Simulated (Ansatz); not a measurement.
The parent structure is TiAl (space group P4/mmm, No. 123; relaxed with 0.1 eV smearing).

```
CELL_PARAMETERS angstrom
      2.81271     0.00000     0.00000
      0.00000     2.81271     0.00000
      0.00000     0.00000     4.06160
ATOMIC_POSITIONS crystal
  Ti 0.00000 0.00000 0.00000
  Al 0.50000 0.50000 0.50000
```

The values are results of r2SCAN (Ansatz, a first-principles code, PAW, no SOC), not measurements.

Before the change:

| Item | Value |
|---|---|
| Pressure | 0.0 GPa |

One thing is altered: an isotropic linear strain of +1.00 %, atoms relaxed at fixed cell.

Question: Estimate the effect on the pressure.

Answer: The pressure (mean of the normal stresses, compression positive) goes from zero to -3.4 GPa.

Question: How does this affect the energy relative to the base?

Answer: The energy grows by 5.3 meV/atom.

Whether these cells are dynamically stable was not tested. The final runs are not spin-polarised.
